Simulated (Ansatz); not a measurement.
**ZnS (model structure, started from the BeO type, P4₂/mnm, No. 136, 8 atoms in the cell)**

All values below come from r²SCAN+rVV10 (plane waves, PAW; Ansatz, an electronic-structure program).

Settings: plane-wave cutoff 560 eV, 6×6×10 k mesh (along the axes of the cell as run), Fermi–Dirac smearing 0.01 eV, scalar-relativistic PAW data made under PBE.

Cell (relaxed at this level):

ZnS has the tetragonal space group P4₂/mnm (No. 136), Pearson symbol tP8. Conventional cell: a = b = 6.515 Å, c = 3.829 Å, α = β = γ = 90.00°. Zn on 4g is surrounded by 4 S at 2.297–2.362 Å. S on 4f has 4 Zn at 2.297–2.362 Å. (Neighbours: up to the widest gap in distance over summed covalent radii, below 1.35, at either atom; cation-cation and far metal-metal contacts left out.)

For ZnS (model structure, started from the BeO type, P4₂/mnm, No. 136, 8 atoms in the cell), the band gap is 2.85 eV (on the SCF k mesh).

Note: the relaxation could raise the start's symmetry but not lower it, so the cell can be a saddle point.

Computed values are for the static lattice.

A model structure was made by putting elements into a prototype or built by hand; it is no filed structure, need not be a known phase, and can be a saddle point held by its symmetry.
